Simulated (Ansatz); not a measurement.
## Effect of x(Nb) = 0.25, 8 atoms, P-4m2 on VN

Consider VN in the zinc blende structure (space group F-43m, No. 216; a = 4.383 Å; a model cell, its experimental status unchecked).

The other end (x = 1) is NbN in the zinc blende structure (space group F-43m, No. 216; a model cell, its experimental status unchecked): 13.16 Å³/atom, gap zero; this end may not be an ambient phase.

Perturbation: a fraction x = 0.25 of the V sites is given to Nb, ordered in a cell of 8 atoms (starting symmetry P-4m2) and fully relaxed.

Calculations: PBEsol (Ansatz, an electronic-structure program, PAW, no SOC). k-mesh 15×15×5 (Γ-centred); smearing 0.05 eV (Fermi–Dirac), for the changed cell.

- Shortest interatomic distance = 3.511 bohr (base 3.586 bohr)
- Band gap = zero (base zero)
- Mixing energy = +0.01 eV/atom (to 0.01 eV only: unlike meshes or grids) (against an end that may be hypothetical)
- Deviation of the volume from the linear (Vegard-type) interpolation = -0.3 %
- Mean first-shell distances = V–N 1.895 Å (end compound 1.898 Å), Nb–N 2.064 Å (end compound 2.045 Å)

These are small ordered cells, not random alloys; other orderings at the same x differ. No phonon test of stability was made. Starting moments died away, wholly or in part, for x(Nb) = 0.25, 8 atoms, P-4m2 and the base; another magnetic solution may exist. The final runs are not spin-polarised.
